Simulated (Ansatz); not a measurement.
Base system: SrTiO₃ in the cubic perovskite structure (space group Pm-3m, No. 221).

```yaml
crystal:
  lattice:
    - [3.85418, 0.00000, 0.00000]
    - [0.00000, 3.85418, 0.00000]
    - [0.00000, 0.00000, 3.85418]
  atoms:
    - { symbol: Sr, position: [0.00000, 0.00000, 0.00000] }
    - { symbol: Ti, position: [0.50000, 0.50000, 0.50000] }
    - { symbol: O, position: [0.50000, 0.00000, 0.50000] }
    - { symbol: O, position: [0.00000, 0.50000, 0.50000] }
    - { symbol: O, position: [0.50000, 0.50000, 0.00000] }
```

Cartesian axes are those of the cell as printed.

Method: Ansatz (an electronic-structure program), LDA, PAW, cutoff 420 eV, no spin-orbit coupling.

For the base:

The shortest interatomic distance comes out as 1.927 Å.

Modification: biaxial strain −0.60 %, plane normal [001], relaxed out of plane (Cartesian); in-plane vectors clamped, the third vector and the atoms free.

Problem. Predict the new shortest interatomic distance, in-plane stress and out-of-plane strain.

Solution. The shortest interatomic distance falls by 0.0116 Å (1.927 Å → 1.916 Å); the mean in-plane stress (compression positive) is +2.7 GPa; the out-of-plane strain is +0.35 %.

No phonon test of stability was made. The final runs are not spin-polarised. Many cubic perovskites are stable only at high temperature; tilts and polar distortions were not tested.
